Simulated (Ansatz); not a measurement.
Ca₃P₂ (Pm-3m, No. 221, 5 atoms in the cell; start mp-1013547) was calculated with r²SCAN0 in Ansatz (PAW).

Numerical settings: plane-wave cutoff 520 eV, 4×4×4 k mesh, Fermi–Dirac smearing 0.01 eV, scalar-relativistic PAW data made under PBE.

The cell is the one relaxed with PBEsol. Conventional cell: a = 5.2420 Å, b = 5.2420 Å, c = 5.2420 Å, α = 90.00°, β = 90.00°, γ = 90.00°.

```
CELL_PARAMETERS angstrom
      5.24195     0.00000     0.00000
      0.00000     5.24195     0.00000
      0.00000     0.00000     5.24195
ATOMIC_POSITIONS crystal
  Ca 0.00000 0.50000 0.50000
  Ca 0.50000 0.00000 0.50000
  Ca 0.50000 0.50000 0.00000
  P  0.00000 0.00000 0.00000
  P  0.50000 0.50000 0.50000
```

**Question.** List the 20 lowest band energies at Γ above −25 eV (eV, relative to the valence band maximum), grouping those that round alike.

**Answer.** At Γ: -24.68 (×3), -24.55 (×3), -24.48 (×3), -11.65, -9.56, -2.09 (×3), 0.00 (×3), 1.89, 2.48 (×2).

Note: the run warned that its exchange threshold was loose for the stress; cell and atoms aren't relaxed at this level (pressure 1.3 GPa).

A start named mp-… is a Materials Project structure, which need not be a measured phase.

Ansatz is a quantum-chemistry and plane-wave program.
